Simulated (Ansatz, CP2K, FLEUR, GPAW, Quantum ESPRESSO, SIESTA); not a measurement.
# SrAg5 (P1, 6 atoms in the cell) computed with different codes at matched settings

Self-consistent single point, at a second geometry (atoms moved at random). First geometry:

```
SrAg5
1.0
    5.71045     0.00000     0.00000
   -2.85522     4.94540     0.00000
    0.00000     0.00000     4.60490
Sr Ag
1 5
Cartesian
  0.00000   0.00000   0.00000
  2.85523   1.64846   0.00000
  0.00000   3.29693   0.00000
  2.85522   0.00000   2.30245
  1.42761   2.47270   2.30245
 -1.42761   2.47270   2.30245
```

Second geometry:
```
SrAg5
1.0
    5.71045     0.00000     0.00000
   -2.85522     4.94540     0.00000
    0.00000     0.00000     4.60490
Sr Ag
1 5
Direct
  0.00159   0.00462   0.99728
  0.66318   0.32654   0.00671
  0.34047   0.66370   0.99334
  0.49028   0.99127   0.49347
  0.50375   0.51295   0.50179
  0.00073   0.50093   0.50741
```

Shared settings, as Ansatz (an electronic-structure program) writes them: kpoints.mp_grid.grid = 5 5 5; scf.occupations.method = fermi_dirac; scf.occupations.width = 0.0037 Ry. Potentials and cutoffs stand in the table.

| code | model | ΔF from the first geometry (meV/atom) | pressure (GPa) | largest force (eV/Å) | cutoff |
|---|---|---|---|---|---|
| Quantum ESPRESSO | PBEsol, PSlibrary PAW (PBE) pseudopotentials | 7.5 | -3.37 | 0.549 | 50 Ry |
| CP2K | PBEsol, GPW, DZVP-MOLOPT-SR-GTH basis, GTH-PBE potentials (GTH_POTENTIALS) | 7.8 | -1.01 | 0.570 | grid 500 Ry |
| Ansatz | PBEsol, PAW files made with PBE | 7.3 | -2.35 | 0.528 | default |
| SIESTA | GGA PBEsol, numerical atomic orbitals DZP, PseudoDojo PBEsol standard norm-conserving potentials (rewritten from UPF to PSML) | 8.0 | -2.64 | 0.530 | grid 350 Ry |
| GPAW | PBEsol, GPAW PAW datasets PBEsol (made by gpaw-setup) | 7.2 | -2.29 | 0.524 | 550 eV |
| FLEUR | PBEsol, all-electron FLAPW (FLEUR), scalar-relativistic valence | 7.3 | – | 0.534 | Kmax 4 1/bohr |

Size of the force on each atom (eV/Å): Sizes of forces hide their directions.

```
code                Sr1    Ag2    Ag3    Ag4    Ag5    Ag6
----------------  -----  -----  -----  -----  -----  -----
Quantum ESPRESSO  0.133  0.215  0.334  0.466  0.549  0.295
CP2K              0.139  0.224  0.348  0.489  0.570  0.309
Ansatz            0.132  0.209  0.322  0.448  0.528  0.284
SIESTA            0.249  0.243  0.373  0.434  0.530  0.293
GPAW              0.135  0.207  0.321  0.444  0.524  0.283
FLEUR             0.133  0.210  0.326  0.452  0.534  0.287
```

A dash marks a value that a program does not give, or that is left out as unsure.

The spread over the programs that give each value: ΔF from the first geometry within 0.8 meV/atom; pressure within 2.36 GPa; largest force within 0.046 eV/Å.

CP2K and SIESTA use small atom-centred bases, whose incompleteness enters pressures, forces and empty levels differently from a plane-wave cutoff. FLEUR treats all electrons, but the usual bases taken here (sphere radii, linearisation, local orbitals, empty states) were not tested for convergence, so the values are no reference for the others. Ansatz's pressure is given at a fixed set of plane waves, as the other plane-wave codes print theirs; with its correction for the finite basis it is -2.30 GPa. In the pressure, Quantum ESPRESSO (by 1.02) and CP2K (by 1.34) lie more than 1 GPa from the median of the plane-wave programs. In the force vectors, SIESTA (by 0.117) lies more than 0.08 eV/Å from the median of the plane-wave programs.

The starting cell comes from a database of computed structures (which also holds hypothetical and non-ambient phases and stackings), without a prior relaxation at this level. For this run, on top of that: atoms moved at random.

Keys are those of Ansatz 0.2.
